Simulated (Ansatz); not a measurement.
The starting structures come from a database of crystals and need not be the phases stable at ambient conditions.

 Where the default PAW files enter, the runs use the earlier of Ansatz's two default sets.

## Evanescent states of TlF (P4/nmm, not sure to be the ambient phase, 4 atoms a cell, 22.1 Å³ an atom) along the normal of (110)

The numbers are results of r2SCAN (plane waves, PAW; Ansatz, a quantum-chemistry and plane-wave program), not measurements.

The gap is the functional's own. No spin-orbit coupling. Mid-gap values are interpolated on the energy grid.

Energies count from the valence-band top; κ is the least over a 6×6 mesh across the current.

| E (eV) | κ (1/Å) | where |
|---|---|---|
| 0.08 | 0.122 | off Γ |
| 0.24 | 0.186 | off Γ |
| 0.40 | 0.222 | off Γ |
| 0.56 | 0.245 | off Γ |
| 0.72 | 0.262 | off Γ |
| 0.88 | 0.273 | off Γ |
| 1.04 | 0.281 | off Γ |
| 1.20 | 0.286 | off Γ |
| 1.36 | 0.288 | off Γ |
| 1.52 | 0.287 | off Γ |
| 1.68 | 0.285 | off Γ |
| 1.84 | 0.280 | off Γ |
| 2.00 | 0.274 | off Γ |
| 2.16 | 0.265 | off Γ |
| 2.32 | 0.253 | off Γ |
| 2.48 | 0.239 | off Γ |
| 2.64 | 0.222 | off Γ |
| 2.80 | 0.201 | off Γ |
| 2.96 | 0.174 | off Γ |
| 3.12 | 0.138 | off Γ |
| 3.28 | 0.084 | off Γ |

Problem. How thick must the barrier be to attenuate the transmission by 10^8 when the electrodes' Fermi level lies at 0.88 eV, and what attenuation does that film give at 2.80 eV?

Solution. d = 8 ln 10 / (2 × 0.273) = 33.7 Å. At 2.80 eV it gives 8 × 0.201/0.273 = 5.9 decades.
